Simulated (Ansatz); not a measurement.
Ansatz (a first-principles code) run on InBi (P4mm, 4 atoms in the cell): self-consistent single point.

Computed with LDA (PW92), default PAW files made with PBE (plane waves; Ansatz).

```xyz
4
Lattice="4.9256 0.0000 0.0000 0.0000 4.9256 0.0000 0.0000 0.0000 5.2379" Properties=species:S:1:pos:R:3 pbc="T T T"
In     2.4628     2.4628     0.0000
In     0.0000     0.0000     0.0000
Bi     2.4628     0.0000     1.9357
Bi     0.0000     2.4628     3.3522
```

Reference input (self-consistent single point, DFT, LDA (PW92), plane waves, default PAW files made with PBE): basis.ecutwfc = 30.9 Ry; kpoints.mp_grid.grid = 7 7 6; hamiltonian.xc = lda; hamiltonian.pseudopotentials = {kind: paw} (the program's default PAW files); scf.occupations.method = gaussian; scf.occupations.width = 0.0073 Ry. This run's input differs from it in these lines:

Ansatz 0.2 input:
```diff
@@ -14,3 +14,3 @@
 kpoints:
-  mp_grid: { grid: [7, 7, 6] }
+  mp_grid: { grid: [12, 12, 10] }
 hamiltonian:
@@ -19,3 +19,3 @@
 scf:
-  occupations: { method: gaussian, width: 0.0073 Ry }
+  occupations: { method: cold, width: 0.0015 Ry }
 output:
```

Output, abridged:

```
SCF iter   1: F=—  HF=-35085.935911 eV  |F-HF|=—  |Δ(HF+E_count)|=         —  Δρ=5.27e-3  dr2=2.15e-2  ethr=1.77e-3  ⟨swp⟩=7.7  Hψ=27146  notcnv=0  defer=2
all-band conjugate gradients solve this SCF's bands
preconditioner: auto → Kerker (q_TF=auto, 2.380 Å⁻¹)
SCF iter   2: F=—  HF=-35085.929474 eV  |F-HF|=—  |Δ(HF+E_count)|=   6.44e-3  S|Δr|=    0.00e0  Δρ=2.29e-3  dr2=4.20e-3  ethr=3.84e-5  ⟨swp⟩=2.0  Hψ=10814  notcnv=0  defer=281
   [... lines left out ...]
SCF iter   5: F=—  HF=-35085.928377 eV  |F-HF|=—  |Δ(HF+E_count)|=   3.00e-6  S|Δr|=    0.00e0  Δρ=3.11e-5  dr2=2.34e-6  ethr=4.24e-8  ⟨swp⟩=2.6  Hψ=8863  notcnv=0  defer=281
SCF iter   6: F=—  HF=-35085.928377 eV  |F-HF|=—  |Δ(HF+E_count)|=   1.50e-7  S|Δr|=    0.00e0  Δρ=9.33e-6  dr2=1.71e-7  ethr=4.18e-9  ⟨swp⟩=2.8  Hψ=9766  notcnv=0  defer=281
SCF iter   7: F=-35085.928377 eV  HF=-35085.928377 eV  |F-HF|=3.17e-9  |Δ(HF+E_count)|=   2.84e-9  S|Δr|=    0.00e0  Δρ=2.80e-6  dr2=1.60e-8  ethr=1.79e-10  ⟨swp⟩=8.6  Hψ=22481  notcnv=0
SCF 1 converged in 7 iterations: F = -35085.928377 eV  dr2 = 1.60e-8
Stability not checked (fill_not_monotonic)
Free energy (F): -35085.928377 eV
Internal energy: -35085.928207 eV  (E = F + TS)
E sigma→0 (E₀):  -35085.928320 eV
Entropy (-TS):   -0.000171 eV (-0.043 meV/atom)
Fermi energy:    8.918416 eV
--- Forces (eV/Å), atoms counted from 1 ---
  atom   1  In     0.00000000     0.00000000     0.09294305
  atom   2  In    -0.00000000     0.00000000     0.09294305
  atom   3  Bi    -0.00000000     0.00000000    -0.16604088
  atom   4  Bi     0.00000000     0.00000000    -0.01984943
--- Stress (GPa, compression-positive) ---
       -3.615643       0.000000       0.000000
        0.000000      -3.615643       0.000000
        0.000000       0.000000      -3.341514
  P = ⅓ Tr σ = -3.5243 GPa (-35.243 kbar)
  The stress holds the Pulay correction. Without it, at fixed plane waves, as pw.x and ABINIT print it: P = -3.5453 GPa
```

The run converged in 7 iterations. Against the reference run the free energy goes up by 4.4 meV/atom, the pressure moves little (-3.55 to -3.52 GPa) and the largest force goes from 0.152 to 0.166 eV/Å.

The starting cell comes from a database of computed structures (which also holds hypothetical and non-ambient phases and stackings), without a prior relaxation at this level. Its lattice was rescaled by up to half a per cent. One atom was moved a little off its site on purpose. With a pressure of about -4 GPa the cell is away from its equilibrium volume at this level. Ansatz's pressure includes its estimate of the finite-basis (Pulay) stress.

Cost on one core of a shared machine: roughly 60 s.
